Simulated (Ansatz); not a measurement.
Results of PBEsol+SOC (PAW; Ansatz, a program for electronic structure) for C11b WSi2.

Excerpt of the program's output:

```
Crystal: 3 atoms, lattice volume = 40.062 Å³
Basis set: ecut = 520 eV, 1079 PW (Γ), exchange–correlation on 72×72×72 points (8 copies of the dense FFT grid, shifted against one another)
Bands: 30, of which v1, the nominal top of the filled ones, is band 22 counted from 1 (21 counted from 0)
Symmetry: 16 space group operations + 16 with time reversal
k-points: 1063 of 13824
Initial density: superposition of atomic densities (chi_scale 0.1, normalization cell, long waves kept (reshape's long-wave potential 0.00 eV rms))
Functional: x = pbesol(κ = 0.804, μ = 0.12345679012345678), c = pbesol(β = 0.046)
spin=Noncollinear: Kerker preconditioning applied to the charge; magnetization (m_x, m_y, m_z) channels mix plain (no charge-response kernel on spin).
SCF 1 converged in 8 iterations: F = -11525.013379 eV  dr2 = 5.43e-11
SCF converged after 8 iterations
Free energy (F): -11525.013379 eV
Internal energy: -11525.011258 eV  (E = F + TS)
E sigma→0 (E₀):  -11525.012318 eV
Fermi energy:    16.839143 eV
--- Forces (eV/Å), atoms counted from 1 ---
  atom   1  Si     0.00000000     0.00000000     0.00163027
  atom   2  Si     0.00000000    -0.00000000    -0.00163027
  atom   3  W      0.00000000     0.00000000     0.00000000
--- Stress (GPa, compression-positive) ---
       -0.005209      -0.000000       0.000000
       -0.000000      -0.005209       0.000000
        0.000000       0.000000      -0.005553
  P = ⅓ Tr σ = -0.0053 GPa (-0.053 kbar)
```

Q: Write an input file that could have produced this run (the log leaves some choices open).

A: Several could match; the one computed here: 
Ansatz 0.2 input:
```yaml
crystal:
  lattice:
    - [-1.6011315634, 1.6011315634, 3.906820158]
    - [1.6011315634, -1.6011315634, 3.906820158]
    - [1.6011315634, 1.6011315634, -3.906820158]
  atoms:
    - { symbol: Si, position: [0.6655518057, 0.6655518057, 0.0] }
    - { symbol: Si, position: [0.3344481943, 0.3344481943, 0.0] }
    - { symbol: W, position: [0.0, 0.0, 0.0] }
basis:
  ecutwfc: 520
  ecutrho_ratio: 4
  xc_grid: 2
kpoints:
  mp_grid: { grid: [24, 24, 24] }
hamiltonian:
  xc: pbesol
  dispersion: none
  pseudopotentials: { kind: paw }
scf:
  occupations: { method: fermi_dirac, width: 0.05 }
  convergence: { dr2_threshold: 0.0000000003 }
output:
  forces: true
  stress: true
  eigenvalues: true
magnetization:
  noncollinear: true
  spin_orbit: true
```

The PAW data were made under PBE.

Computing time: roughly 3 core-minutes.
